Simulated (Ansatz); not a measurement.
4H silicon carbide: the defect Si on the C site

These are PBE, PAW (plane waves to 420 eV; Ansatz, an electronic-structure program) values and carry that method's errors. A 3×2×1 supercell of 96 sites was used; the energies come from a 2×2×2 shifted sampling of its zone. Site at the start: the C(h) site. Finite-size correction: monopole term and site-potential alignment. Dielectric constants: PBE linear response of the host. Host gap at this level: 2.23 eV. A cell of this size leaves errors of a few tenths of an eV. Levels are measured in PBE's own, too narrow, gap. Spin–orbit coupling is left out. Each state is the lowest found from its start.

Formation energies E_f are given with the Fermi level at the valence-band maximum. Chemical conditions: C-rich (Δμ(C) = 0.00 eV, Δμ(Si) = -0.41 eV; only phases computed here count, gases as isolated molecules at 0 K); Si-rich (Δμ(C) = -0.41 eV, Δμ(Si) = 0.00 eV; only phases computed here count, gases as isolated molecules at 0 K). Reference phases: C: graphite, Si: silicon.

```csv
charge,moment (μB),largest move off a lattice site (Å),image correction with alignment (eV),"E_f, C-rich (eV)","E_f, Si-rich (eV)",above the lowest spin state (eV)
+2†,not spin-polarised,0.31,0.77,–,–,0.00
+2†,0.0,0.31,0.77,–,–,0.00
+1†,1.0,0.29,0.24,–,–,0.00
0,not spin-polarised,0.27,0.00,4.35,3.54,0.00
−1*,fractional,0.28,–,–,–,0.00
```

* At this level the carrier isn't localised at the defect: at charge −1 electrons occupy the conduction band. Such a state is shallow or no state of the defect, and this cell gives it no level.

† Not settled in this cell, so no level is given: charge +2: level within 0.1 eV of a band edge or past it; charge +1: level within 0.1 eV of a band edge or past it.

Starting moments that weren't kept: charge +2 began with 2 μB and ended with 0.0.

No other site or start that was run ended lower by more than 0.1 eV.

Flagged in the runs: a host whose relaxation on this sampling wasn't shown to rest, a strain field that reaches the edge of the cell.
